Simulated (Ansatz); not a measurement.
Band structure of LaMg₅ (Cm, 6 atoms in the cell).

```
CELL_PARAMETERS angstrom
      6.39735    -1.58424     0.00000
      6.39735     1.58424     0.00000
     -1.91517     0.00000     7.27625
ATOMIC_POSITIONS crystal
  La 0.38684 0.38684 0.27096
  Mg 0.00986 0.00986 0.99191
  Mg 0.66230 0.66230 0.33893
  Mg 0.06305 0.06305 0.62084
  Mg 0.33273 0.33273 0.67755
  Mg 0.71190 0.71190 0.93315
```

Method of the run: LDA (PW92), PAW files made with PBE (plane waves; Ansatz, a program for electronic structure).

Settings: basis.ecutwfc = 420 eV; kpoints.mp_grid.grid = 5 5 3; hamiltonian.xc = lda; hamiltonian.pseudopotentials = {kind: paw} (the program's default PAW files); scf.occupations.method = fermi_dirac; scf.occupations.width = 0.1 eV; kpoints.band_path.npoints = 8.

The starting cell comes from a database of computed structures (which also holds hypothetical and non-ambient phases and stackings), without a prior relaxation at this level. Its lattice was rescaled by a random factor within 2.5 % of one.

Levels in eV from the Fermi level, bands 28 to 35:
```json
[
 {"point": "Γ", "28": "-2.60", "29": "-2.08", "30": "-1.11", "31": "-0.47", "32": "-0.21", "33": "1.28", "34": "1.57", "35": "1.65"},
 {"point": "Y", "28": "-3.02", "29": "-1.48", "30": "-0.97", "31": "-0.31", "32": "0.68", "33": "1.38", "34": "1.52", "35": "1.62"},
 {"point": "F", "28": "-2.38", "29": "-2.05", "30": "-1.03", "31": "-0.59", "32": "-0.14", "33": "1.06", "34": "1.59", "35": "1.61"},
 {"point": "L", "28": "-3.24", "29": "-1.08", "30": "-0.35", "31": "-0.21", "32": "0.16", "33": "1.48", "34": "1.58", "35": "1.66"},
 {"point": "I", "28": "-1.44", "29": "-1.31", "30": "-0.20", "31": "0.04", "32": "0.57", "33": "0.90", "34": "1.39", "35": "1.54"}
]
```

Bands cross the Fermi level along this path, so the cell is metallic at this level.

Keys are those of Ansatz 0.2.
